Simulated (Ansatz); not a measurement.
MgO, response to strain

Base system: MgO in the wurtzite structure (space group P6_3mc, No. 186; a = 3.303 Å, c = 5.021 Å; a cell from a computed database, its experimental status unchecked). Axes: x lies along a and z along c of the hexagonal cell.

Strains are applied to the cell and any free atomic positions relax.

Levels (all Ansatz, a quantum-chemistry and plane-wave program, PAW): PBEsol (420 eV, spin-orbit coupling left out); r2SCAN (500 eV, spin-orbit coupling left out); HSE06 (420 eV, no spin-orbit coupling).

Band gaps by level, all at the geometries relaxed with PBEsol:

```csv
case,PBEsol,r2SCAN,HSE06
base,3.36 eV,4.16 eV,5.09 eV
isotropic strain −4.39 %,4.11 eV,4.96 eV,5.93 eV
uniaxial strain ε_zz = +4.88 %,3.28 eV,4.06 eV,4.98 eV
"strain tensor (xx, yy, zz, yz, xz, xy) = (−2.65, +0.53, −1.63, +0.38, −0.24, −0.96) %",3.53 eV,4.34 eV,5.28 eV
tensor shear ε_yz = +3.88 %,3.26 eV,4.06 eV,4.99 eV
```

Single points use the geometry relaxed with PBEsol. Whether these cells are dynamically stable was not tested. This is not the structure that MgO has at room temperature and ambient pressure.
